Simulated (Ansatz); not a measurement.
Ti on the 1x1 (111) surface of fcc Pd, one in a 2x2 cell, started at the site 'bridge Pd-Pd (span 2.8 Å)'

All values below come from PBE (plane waves to 420 eV, PAW; Ansatz, a quantum-chemistry and plane-wave program).

Set-up: 17 atoms, 6.8 Å thick at the start under the adsorbate (thin: gaps and levels are the slab's own); mesh 6x6x1; 0.1 eV smearing; dipole correction on; 8 atoms held, the rest relaxed; start symmetry kept, larger cells not searched; spin-polarised, no spin-orbit, no U, no dispersion correction. The starting moment vanished. At the end it is bonded to 3 Pd. In PBE it is, or lies within 0.03 eV of, the lowest of the starts that converged.

```json
{
 "adsorption energy against an atom of hcp Ti": "-0.68 eV",
 "work_function_of_the_top_face": "2.77 eV",
 "change_of_the_work_function": "-2.46 eV",
 "change_of_the_step_from_the_bottom_to_the_top_vacuum_level_against_the_clean_slab": "-2.45 eV",
 "energy_released_by_relaxation": "3.03 eV",
 "height of the binding atom over the mean of the host atoms within 0.3 Å of the top one": "1.511 Å",
 "magnetic_moment_of_the_cell": "0.00 μB",
 "nearest_host_atoms_of_the_binding_atom": "Pd at 2.27 Å, Pd at 2.27 Å, Pd at 2.28 Å",
 "largest_move_of_a_host_atom": "0.20 Å",
 "note": "in the relaxation the adsorbate left its starting site by 0.8 Å",
 "cost": "about 110 core-minutes (a rough figure)"
}
```

A negative adsorption energy means that the adsorbate is more stable on the surface than in its reference.
